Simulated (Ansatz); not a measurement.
The reference is BeSe in the zinc blende structure (space group F-43m, No. 216; a = 5.129 Å). Axes: x, y, z lie along the cube axes.

Method: Ansatz (a quantum-chemistry and plane-wave program) PBEsol, without spin-orbit coupling.

Strains are applied to the cell and any free atomic positions relax.

One change was made to it. Results:

The energy grows by 4.1 meV/atom; the shortest interatomic distance decreases by 0.013 Å, from 2.221 Å to 2.208 Å; the band gap decreases by 0.183 eV to 2.28 eV; the valence-band top at Γ (three highest levels, from the VBM) becomes 0.00, -0.15, -0.27 eV (base: 0.00, 0.00, 0.00 eV).

### Question
Which of these changes matches the shifts?
A. tensor shear ε_xy = +1.43 %
B. tensor shear ε_xy = +2.00 %
C. tensor shear ε_xy = +0.29 %
D. tensor shear ε_xy = +1.71 %

### Answer
D, tensor shear ε_xy = +1.71 %. For comparison, the energy relative to the base in the other runs: tensor shear ε_xy = +0.29 % gives +0.1 meV/atom; tensor shear ε_xy = +2.00 % gives +5.7 meV/atom; tensor shear ε_xy = +1.43 % gives +2.9 meV/atom.

Stability against distortions was not tested.
